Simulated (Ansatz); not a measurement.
# PBE against r2SCAN: hypothetical rutile WSe2, W → Te

Consider WSe$_{2}$ in the rutile structure (space group P4_2/mnm, No. 136; a = 6.2064 Å, c = 3.3844 Å; a hypothetical phase, not in the database extracts checked).

(Cell as relaxed with PBE.)

Levels (all Ansatz, a program for electronic structure, PAW): PBE (420 eV, without spin-orbit coupling); r2SCAN (500 eV, spin-orbit coupling left out).

Each level relaxes its own structure.

```csv
base,PBE,r2SCAN
volume per atom,21.73 Å³,21.41 Å³
lattice parameter a,6.206 Å,6.145 Å
band gap,zero,zero
```

It is then changed as follows: full substitution W → Te, then cell and atoms are relaxed.

```tsv
quantity	PBE	r2SCAN
volume per atom	30.88 Å³	30.09 Å³
c/a ratio	0.611	0.607
```

PBE's volume per atom lies 0.796 Å³ above r2SCAN's (2.6 %); PBE's c/a ratio lies 0.004 above r2SCAN's. Neither level is exact; r2SCAN is the comparison here, not a measurement.

Spin-orbit coupling, missing from the scalar runs, can matter with Te. Whether these cells are dynamically stable was not tested. As relaxed here, TeSe2 is a hypothetical phase, not in the database extracts checked. All final runs are without spin polarisation. WSe2 has a high density of states at the Fermi level and may be magnetic at this level. The zero or small gap of TeSe2 can change with the level of theory.
